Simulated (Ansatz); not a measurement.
Consider HfN in the rock salt structure (space group Fm-3m, No. 225; a = 4.526 Å; relaxed with 0.1 eV smearing). Axes: x, y, z lie along the cube axes.

All numbers come from Kohn–Sham DFT with the r2SCAN functional, run in Ansatz (a program for electronic structure) with PAW and 500 eV plane waves, no spin-orbit coupling.

Strains are applied to the cell and any free atomic positions relax.

One change was made to it. Results:

The pressure (mean of the normal stresses, compression positive) goes from zero to -3.9 GPa; the energy increases by 4.7 meV/atom.

Q: Name the change that was made.
A) uniaxial strain ε_zz = +1.50 %
B) uniaxial strain ε_zz = +3.00 %
C) uniaxial strain ε_zz = +1.00 %
D) uniaxial strain ε_zz = +2.50 %

A: A, uniaxial strain ε_zz = +1.50 %. For comparison, the energy relative to the base in the other runs: uniaxial strain ε_zz = +1.00 % gives +2.1 meV/atom; uniaxial strain ε_zz = +2.50 % gives +12 meV/atom; uniaxial strain ε_zz = +3.00 % gives +18 meV/atom.

Stability against distortions was not tested. All final runs are without spin polarisation. An odd electron count without spin: HfN.
